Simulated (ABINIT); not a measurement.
Input and output of a self-consistent single point for Zr (P6_3/mmc, 4 atoms in the cell) (ABINIT).

Computed with PBE, norm-conserving pseudopotentials (PseudoDojo nc-sr-05 PBE standard) (plane waves; ABINIT 10.0.3).

```xyz
4
Lattice="3.2239 0.0000 0.0000 -1.6120 2.7920 0.0000 0.0000 0.0000 10.3730" Properties=species:S:1:pos:R:3 pbc="T T T"
Zr     0.0000     0.0000     0.0000
Zr     0.0000     0.0000     5.1865
Zr     0.0000     1.8613     2.5933
Zr     1.6120     0.9307     7.7798
```

Reference input (self-consistent single point, DFT, PBE, plane waves, norm-conserving pseudopotentials (PseudoDojo nc-sr-05 PBE standard)): pseudos = [Zr.upf]; ecut = 33 Ha; ixc = 11; occopt = 7; tsmear = 0.00367493 Ha; ngkpt = 11 11 3; nshiftk = 1; shiftk = 0 0 0; potentials = PseudoDojo nc-sr-05 PBE standard; nband = 31; kptopt = 1; nstep = 50. This run's input differs from it in these lines:

```diff
@@ -23,3 +23,3 @@
 kptopt 1
-ngkpt 11 11 3
+ngkpt 6 6 2
 nshiftk 1
```

The program printed (abridged):

```
--- !BeginCycle
solver: {iscf: 7, nstep: 50, nline: 4, wfoptalg: 0, }
tolerances: {toldfe: 1.00E-09, }
...

     iter   Etot(hartree)      deltaE(h)  residm     vres2
 ETOT  1  -202.39145098398    -2.024E+02 8.096E-02 4.472E+01
 ETOT  2  -202.47617180616    -8.472E-02 7.297E-03 2.513E+01
 ETOT  3  -202.47387760718     2.294E-03 2.964E-03 5.211E+01
 ETOT  4  -202.47891124786    -5.034E-03 1.763E-03 6.847E-03
 ETOT  5  -202.47891632486    -5.077E-06 9.766E-04 3.501E-03
 ETOT  6  -202.47891676751    -4.427E-07 9.028E-04 1.301E-03
 ETOT  7  -202.47891691859    -1.511E-07 4.144E-04 7.525E-07
 ETOT  8  -202.47891692185    -3.261E-09 3.434E-04 3.076E-08
 ETOT  9  -202.47891692232    -4.663E-10 1.183E-04 5.461E-09
 ETOT 10  -202.47891692239    -7.569E-11 1.228E-04 7.736E-09
 At SCF step   10, etot is converged :
  for the second time, diff in etot=  7.569E-11 < toldfe=  1.000E-09

 Cartesian components of stress tensor (hartree/bohr^3)
  sigma(1 1)= -1.58460340E-06  sigma(3 2)=  0.00000000E+00
  sigma(2 2)= -1.58460356E-06  sigma(3 1)=  0.00000000E+00
  sigma(3 3)= -1.54724907E-05  sigma(2 1)= -1.35810541E-13

 ----iterations are completed or convergence reached----

 reduced coordinates (array xred) for    4 atoms
       0.000000000000      0.000000000000      0.000000000000
       0.000000000000      0.000000000000      0.500000000000
       0.333333333333      0.666666666667      0.250000000000
       0.666666666667      0.333333333333      0.750000000000
 cartesian forces (eV/Angstrom) at end:
    1     -0.00000000000000     0.00000000000000    -0.00000000000000
   [... lines left out ...]
 Fermi (or HOMO) energy (hartree) =   0.39414   Average Vxc (hartree)=  -0.41565
   [... lines left out ...]
total_energy        : -2.02478916922394E+02
total_energy_eV     : -5.50973153193231E+03
band_energy         : -1.98538303295364E+01
...

-Cartesian components of stress tensor (GPa)         [Pressure=  1.8282E-01 GPa]
- sigma(1 1)= -4.66206338E-02  sigma(3 2)=  0.00000000E+00
- sigma(2 2)= -4.66206384E-02  sigma(3 1)=  0.00000000E+00
- sigma(3 3)= -4.55216315E-01  sigma(2 1)= -3.99568341E-09

 Calculation completed.
```

The run converged in 10 iterations. Against the reference run the free energy drops by 8.6 meV/atom and the pressure goes from 0.33 to 0.18 GPa.

The starting cell was generated: these elements placed on a structure prototype, without a prior relaxation; it need not be a known phase or ordering of this composition. Its lattice was rescaled by a random factor within 2.5 % of one.

Cost on one core of a shared machine: roughly 2 min.
